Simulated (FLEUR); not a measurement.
# Worked example: self-consistent single point of CaNi5 (P6/mmm, 6 atoms in the cell) in FLEUR

Method: FLEUR with PBEsol, all-electron FLAPW (FLEUR), scalar-relativistic valence.

This input was run:

Input of the input generator:

```
CaNi5 crystal
&input film=f /
9.2123016028 -0.0000000299 0.0000000000
-4.6061507755 7.9780872303 0.0000000000
0.0000000000 0.0000000000 7.3606155362
1.0
1.0 1.0 1.0

6
20 0.0000000000 0.0000000000 -0.0000000000 : 0.00
28 0.5000000000 0.0000000000 0.5000000000 : 2.00
28 0.5000000000 0.5000000000 0.5000000000 : 2.00
28 0.0000000000 0.5000000000 0.5000000000 : 2.00
28 0.3333333333 0.6666666667 -0.0000000000 : 2.00
28 0.6666666667 0.3333333333 -0.0000000000 : 2.00

&comp jspins=2 /
&exco xctyp='PBEs' /
&kpt div1=5 div2=5 div3=6 gamma=t /
&end /
```

```xml
<?xml version="1.0" encoding="UTF-8" standalone="no"?>
<fleurInput fleurInputVersion="0.39">
   <comment>
      CaNi5 crystal                                                                                       
   </comment>
   <calculationSetup>
      <cutoffs Kmax="3.8" Gmax="15.2" GmaxXC="15.2" numbands="0"/>
      <scfLoop itmax="100" minDistance="0.00001" maxIterBroyd="40" imix="Anderson" alpha="0.05" precondParam="0.0" spinf="2.0"/>
      <coreElectrons ctail="T" frcor="F" kcrel="0" coretail_lmax="0"/>
      <xcFunctional name="PBEs" relativisticCorrections="F"/>
      <magnetism jspins="2"/>
      <soc l_soc="F" theta="0.0" phi="0.0" spav="F"/>
      <expertModes spex="0" secvar="F"/>
      <geometryOptimization l_f="T" forcealpha="1.0" forcemix="BFGS" epsdisp="0.00001" epsforce="0.00001"/>
      <ldaU l_linMix="F" mixParam="0.05" spinf="1.0"/>
   </calculationSetup>
   <cell>
      <bzIntegration valenceElectrons="90.0" mode="hist" fermiSmearingEnergy="0.00367493">
         <kPointListSelection listName="default-1"/>
         <!-- k-points included here -->
         <xi:include xmlns:xi="http://www.w3.org/2001/XInclude" href="kpts.xml"> </xi:include>
      </bzIntegration>
      <!-- symmetry operations included here -->
      <xi:include xmlns:xi="http://www.w3.org/2001/XInclude" href="sym.xml"> </xi:include>
      <bulkLattice scale="1.0">
         <bravaisMatrix>
            <row-1>    9.2123016028000002    -0.0000000299000000     0.0000000000000000</row-1>
            <row-2>   -4.6061507754999997     7.9780872302999999     0.0000000000000000</row-2>
            <row-3>    0.0000000000000000     0.0000000000000000     7.3606155362000001</row-3>
         </bravaisMatrix>
      </bulkLattice>
   </cell>
   <atomSpecies>
      <species name="Calcium (Ca)" element="Ca" atomicNumber="20">
         <mtSphere radius="2.68" gridPoints="925" logIncrement="0.013"/>
         <atomicCutoffs lmax="10" lnonsphr="8"/>
         <electronConfig flipSpins="F">
            <coreConfig>(1s1/2) (2s1/2) (2p1/2) (2p3/2)</coreConfig>
            <valenceConfig>(3s1/2) (3p1/2) (3p3/2) (4s1/2)</valenceConfig>
         </electronConfig>
         <energyParameters s="4" p="4" d="3" f="4"/>
         <lo type="SCLO" l="0" n="3" eDeriv="0"/>
         <lo type="SCLO" l="1" n="3" eDeriv="0"/>
      </species>
      <species name="Nickel (Ni2.000" element="Ni" atomicNumber="28">
         <mtSphere radius="2.12" gridPoints="731" logIncrement="0.017"/>
         <atomicCutoffs lmax="8" lnonsphr="6"/>
         <electronConfig flipSpins="F">
            <coreConfig>(1s1/2) (2s1/2) (2p1/2) (2p3/2) (3s1/2)</coreConfig>
            <valenceConfig>(3p1/2) (3p3/2) (4s1/2) (3d3/2) (3d5/2)</valenceConfig>
            <stateOccupation state="(3d3/2)" spinUp="2.0" spinDown="1.2"/>
            <stateOccupation state="(3d5/2)" spinUp="3.0" spinDown="1.8"/>
         </electronConfig>
         <energyParameters s="4" p="4" d="3" f="4"/>
         <lo type="SCLO" l="1" n="3" eDeriv="0"/>
      </species>
   </atomSpecies>
   <atomGroups>
      <atomGroup species="Calcium (Ca)">
         <relPos label="                   1">.0000000000 .0000000000 .0000000000</relPos>
         <force calculate="T" relaxXYZ="TTT"/>
      </atomGroup>
      <atomGroup species="Nickel (Ni2.000">
         <relPos label="                   2">1.000/2.000 .0000000000 1.000/2.000</relPos>
         <relPos label="                   3">1.000/2.000 1.000/2.000 1.000/2.000</relPos>
         <relPos label="                   4">.0000000000 1.000/2.000 1.000/2.000</relPos>
         <force calculate="T" relaxXYZ="TTT"/>
      </atomGroup>
      <atomGroup species="Nickel (Ni2.000">
         <relPos label="                   5">1.000/3.000 -1.000/3.000 .0000000000</relPos>
         <relPos label="                   6">-1.000/3.000 1.000/3.000 .0000000000</relPos>
         <force calculate="T" relaxXYZ="TTT"/>
      </atomGroup>
   </atomGroups>
   <output dos="F" band="F" slice="F">
      <checks vchk="F" cdinf="F"/>
      <bandDOS minEnergy="-.5*Htr" maxEnergy="0.5*Htr" sigma="0.015" storeEVData="T"/>
      <vacuumDOS vacdos="F" integ="F" star="F" nstars="0" locx1="0.0" locy1="0.0" locx2="0.0" locy2="0.0" nstm="0" tworkf="0.0"/>
      <unfoldingBand unfoldBand="F" supercellX="1" supercellY="1" supercellZ="1"/>
      <plotting iplot="0" polar="F">
         <plot TwoD="T" vec1="  1.0  0.0  0.0" vec2="  0.0  1.0  0.0" vec3="  0.0  0.0  1.0" zero="  0.0  0.0  0.0" file="plot"/>
      </plotting>
      <chargeDensitySlicing numkpt="0" minEigenval="0.0" maxEigenval="0.0" nnne="0" pallst="F"/>
      <specialOutput eonly="F"/>
      <magneticCircularDichroism mcd="F" energyLo="-10.0" energyUp="0.0"/>
   </output>
  <!-- We include the file relax.xml here to enable relaxations (see documentation) -->
  <xi:include xmlns:xi="http://www.w3.org/2001/XInclude" href="relax.xml"> <xi:fallback/> </xi:include>
</fleurInput>
```

Log, with long lists cut:

```
      Welcome to FLEUR        (www.flapw.de)
      MaX-Release 8.1          (www.max-centre.eu)

 ========== k-point set info ==========
 Selected k-point list: default-1
 k-point list type: mesh
 5 x 5 x 6
 Number of k points: 20

 ------------Calculation Setup---------------------------
           1           2           4           5          10          20
 Number of basis functions:          555
 Iteration:     1   Distance:      39.17255695 me/bohr^3
 Iteration:     2   Distance:      36.96484227 me/bohr^3
 Iteration:     3   Distance:      27.95961009 me/bohr^3
 Iteration:     4   Distance:      14.24277924 me/bohr^3
 Iteration:     5   Distance:       7.54517419 me/bohr^3
 Iteration:     6   Distance:       8.24658813 me/bohr^3
   [... 21 lines left out ...]
 Iteration:    28   Distance:       0.00039271 me/bohr^3
 Iteration:    29   Distance:       0.00019389 me/bohr^3
 Iteration:    30   Distance:       0.00002998 me/bohr^3
 Iteration:    31   Distance:       0.00002859 me/bohr^3
 Iteration:    32   Distance:       0.00000537 me/bohr^3
 Run finished successfully
 Stop message:
   Structural relaxation: Done

[file out, last iteration]
             iter=     33
          p o t e n t i a l   g e n e r a t o r
[...]
          integral of pseudo charge density inside the slab=        0.000000   0.000000
     coulomb potential in the interstitial region:
          density-coulomb potential integrals
          total density-coulomb potenti   -12701.1090156112
          density-effective potential integrals for spin  1
          density-effective potential integrals for spin  2
          total density-effective poten   -1.3155450155E+04
          charge density-energy density integrals
          total charge density-energy d   -3.4678022199E+02
 Updated energy parameters for spin:           1
  Atom    1 4s branch from -1.12 to  1.96 htr. ; e_l =  0.3007
  Atom    1 4p branch from -0.39 to  2.38 htr. ; e_l =  0.4044
  Atom    1 3d branch from -9.99 to  0.72 htr. ; e_l =  0.4274
  Atom    1 4f branch from -9.99 to  2.61 htr. ; e_l =  0.6644
  Atom    1 3s branch from-14.61 to -1.12 htr. ; e_l(l -1.1490
  Atom    1 3p branch from-11.70 to -0.39 htr. ; e_l(l -0.4571
  Atom    2 4s branch from -3.48 to  2.10 htr. ; e_l =  0.1380
  Atom    2 4p branch from -2.01 to  2.76 htr. ; e_l =  0.2770
  Atom    2 3d branch from -9.99 to  0.37 htr. ; e_l =  0.2261
  Atom    2 4f branch from -9.99 to  4.07 htr. ; e_l =  0.5962
  Atom    2 3p branch from-30.42 to -2.01 htr. ; e_l(l -2.0369
  Atom    3 4s branch from -3.47 to  2.11 htr. ; e_l =  0.1381
  Atom    3 4p branch from -2.01 to  2.76 htr. ; e_l =  0.2771
  Atom    3 3d branch from -9.99 to  0.37 htr. ; e_l =  0.2304
  Atom    3 4f branch from -9.99 to  4.07 htr. ; e_l =  0.5961
  Atom    3 3p branch from-30.42 to -2.01 htr. ; e_l(l -2.0307
 Updated energy parameters for spin:           2
  Atom    1 4s branch from -1.12 to  1.96 htr. ; e_l =  0.2969
  Atom    1 4p branch from -0.39 to  2.38 htr. ; e_l =  0.4004
  Atom    1 3d branch from -9.99 to  0.72 htr. ; e_l =  0.4247
  Atom    1 4f branch from -9.99 to  2.61 htr. ; e_l =  0.6601
  Atom    1 3s branch from-14.61 to -1.12 htr. ; e_l(l -1.1496
   [... lines left out ...]
          first approx. to ef    (T=0)  :   0.295577 htr   (energy of the highest occ. eigenvalue)
FERHIS:  Fermi-Energy by histogram:
          bandgap                     :   0.000106 htr
          charge neutrality (T=0)     :   0.026667    (zero if the highest occ. eigenvalue is "entirely" occupied)
     EF_NEWTON:  Adjust Fermi-Energy by Newton-Method.
 Direct bandgap for spin            1 :    3.3704233571680287E-003  Htr
 Direct bandgap for spin            2 :    3.7606069630894967E-003  Htr
   [... lines left out ...]
 ---->    (input%tkb*entropy) TS=              0.0098822294 htr
 ---->    free energy=                     -8277.3329263131 htr
      extrapolation for T->0
 ---->    total electron energy=           -8277.3279851984 htr
SPIN-1 FORCE FOR ATOM TYPE=  1  X=  0.000   Y=  0.000   Z=  0.000      FX_SP = 0.000000 FY_SP = 0.000000 FZ_SP = 0.000000
SPIN-2 FORCE FOR ATOM TYPE=  1  X=  0.000   Y=  0.000   Z=  0.000      FX_SP = 0.000000 FY_SP = 0.000000 FZ_SP = 0.000000
SPIN-1 FORCE FOR ATOM TYPE=  2  X=  4.606   Y=  0.000   Z=  3.680      FX_SP = 0.000000 FY_SP = 0.000000 FZ_SP = 0.000000
SPIN-2 FORCE FOR ATOM TYPE=  2  X=  4.606   Y=  0.000   Z=  3.680      FX_SP = 0.000000 FY_SP = 0.000000 FZ_SP = 0.000000
SPIN-1 FORCE FOR ATOM TYPE=  3  X=  4.606   Y= -2.659   Z=  0.000      FX_SP = 0.000000 FY_SP = 0.000000 FZ_SP = 0.000000
SPIN-2 FORCE FOR ATOM TYPE=  3  X=  4.606   Y= -2.659   Z=  0.000      FX_SP = 0.000000 FY_SP = 0.000000 FZ_SP = 0.000000
 ***** TOTAL FORCES ON ATOMS *****
 TOTAL FORCE FOR ATOM TYPE=  1  X=  0.000   Y=  0.000   Z=  0.000
                       FX_TOT= 0.000000 FY_TOT= 0.000000 FZ_TOT= 0.000000
 TOTAL FORCE FOR ATOM TYPE=  2  X=  4.606   Y=  0.000   Z=  3.680
                       FX_TOT= 0.000000 FY_TOT= 0.000000 FZ_TOT= 0.000000
 TOTAL FORCE FOR ATOM TYPE=  3  X=  4.606   Y= -2.659   Z=  0.000
                       FX_TOT= 0.000000 FY_TOT= 0.000000 FZ_TOT= 0.000000
 Structural relaxation: Done
```

The run converged in 32 iterations. FLEUR gives forces in its relaxation mode, with a further iteration, so its stop message speaks of a relaxation.

The starting cell comes from a database of computed structures (which also holds hypothetical and non-ambient phases and stackings), without a prior relaxation at this level. The moments shrank to a small part of their start, a low-spin state that need not be the lowest. Values depend on the basis (sphere radii, cutoffs, local orbitals), which need not be converged. The log's line on a gap gives a spacing of levels on this mesh, which the program prints for metals too.

Cost on one core of a shared machine: roughly 8 min.
